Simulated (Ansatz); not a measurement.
## BeTe: pressure series

Take BeTe in the zinc blende structure (space group F-43m, No. 216; a = 5.604 Å) as the base.

Cell and atoms are relaxed at each pressure.

The values are results of Kohn–Sham DFT with the PBEsol functional, run in Ansatz (an electronic-structure program) with PAW and 420 eV plane waves, no SOC, not measurements.

```tsv
change	width of the top valence band	electron mass	band gap
base	3.30 eV	1.4 mₑ along k, 0.25 mₑ across (at X)	1.84 eV
pressure −2 GPa	3.13 eV	1.5 mₑ along k, 0.25 mₑ across (at X)	1.92 eV
pressure −1 GPa	3.22 eV	1.5 mₑ along k, 0.25 mₑ across (at X)	1.88 eV
pressure 0.9 GPa	___	1.4 mₑ along k, 0.25 mₑ across (at X)	___
pressure 2.1 GPa	3.46 eV	1.3 mₑ along k, 0.24 mₑ across (at X)	1.75 eV
pressure 4.5 GPa	3.63 eV	1.3 mₑ along k, 0.24 mₑ across (at X)	1.67 eV
pressure 9 GPa	3.92 eV	1.2 mₑ along k, 0.23 mₑ across (at X)	1.52 eV
pressure 15 GPa	4.26 eV	1.1 mₑ along k, 0.22 mₑ across (at X)	1.35 eV
pressure 22.5 GPa	4.63 eV	1.1 mₑ along k, 0.22 mₑ across (at X)	1.15 eV
pressure 30 GPa	4.96 eV	1.0 mₑ along k, 0.21 mₑ across (at X)	0.99 eV
```

Problem. Fill in the withheld entries from the trend.

Solution. 
- pressure 0.9 GPa, width of the top valence band: 3.37 eV
- pressure 0.9 GPa, band gap: 1.80 eV

Spin-orbit coupling, missing from the scalar runs, can matter with Te. Load acts through the strain it causes; cell and atoms are relaxed under it. Masses are band curvatures over ±0.01 Å⁻¹ around the edge. Along k means along the line from Γ to the band edge. Stability against distortions was not tested. Competing high-pressure phases were not computed.
